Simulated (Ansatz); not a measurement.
## Effect of pressure 15 GPa on ZrO2

The reference is ZrO$_{2}$ (space group P4_2/nmc, No. 137; a = 3.621 Å, c = 5.284 Å).

Perturbation: cell and atoms relaxed at a pressure of 15 GPa.

Computed with PBE/PAW in Ansatz (a first-principles code), no spin-orbit coupling, earlier PAW set. k-mesh 9×9×6 (Γ-centred); smearing 0.05 eV (Fermi–Dirac).

```csv
quantity,base,changed,shift
volume per atom,11.55 Å³,10.70 Å³,-0.85 Å³
density,5.91 g/cm³,6.38 g/cm³,+0.47 g/cm³
c/a ratio,1.459,1.434,-0.0259
shortest interatomic distance,3.924 bohr,3.918 bohr,-0.0067 bohr
enthalpy H = E + PV relative to the base's energy,–,+1.04 eV/atom,–
band gap,4.04 eV,4.05 eV,+0.01 eV
gap character,"indirect, k = (0.222, 0.222, 0) in the run's primitive reciprocal basis → Γ","indirect, A → Γ",–
smallest direct gap,4.14 eV,4.20 eV,+0.06 eV
width of the top valence band,0.87 eV,1.03 eV,+0.16 eV
electron mass,"2.3 mₑ along c, 0.61 mₑ across (at Γ)","2.1 mₑ along c, 0.57 mₑ across (at Γ)",–
```

Load acts through the strain it causes; cell and atoms are relaxed under it. Masses are band curvatures over ±0.01 Å⁻¹ around the edge. No phonon test of stability was made. Competing high-pressure phases were not computed. This is not the structure that ZrO2 has at room temperature and ambient pressure.
